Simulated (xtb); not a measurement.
xtb 6.7.1, GFN1-xTB: Zn(F)2(NH3)2 ([NH3]->[Zn](<-[NH3])([F])[F]), 11 atoms. The geometry is a generated start, not checked to be a minimum at this level.

```json
{
  "run_flags": "--grad",
  "method": "GFN1-xTB",
  "--acc": "1 (default)",
  "--etemp (K)": "300 (default)",
  "basis_functions": "32",
  "valence_electrons": "32"
}
```

```xyz
11

Zn    -0.2468     0.1810     0.2962
F     -1.4200     1.3318    -0.1551
F     -0.0252    -0.2424     1.9324
N      1.5183     1.2649    -0.0158
H      2.0930     1.0876     0.8035
H      1.1662     2.2172     0.0548
H      2.0995     1.2017    -0.8437
N     -1.1311    -1.5546    -0.4603
H     -1.6389    -1.8729     0.3640
H     -0.5952    -2.3365    -0.8198
H     -1.8197    -1.2777    -1.1560
```

Charge 0 and multiplicity 1 are set for this test and not shown to be the ground state.

One run each on 1 thread. Values of broydamp tried: 0.02, 0.05, 0.1, 0.2, 0.4 (default), 0.6, 0.8, 1.

Task: How does the count of SCC iterations change with broydamp, and where is it least?

Result: Fewest SCC iterations, within one of each other: 0.4 (default) with 8, 0.6 with 8, 0.8 with 9, 1 with 9. The count rises to 17 at 0.02. All converge to one solution.

```tsv
broydamp	SCC iterations	end
0.02	17	same solution
0.05	16	same solution
0.1	14	same solution
0.2	12	same solution
0.4 (default)	8	same solution
0.6	8	same solution
0.8	9	same solution
1	9	same solution
```
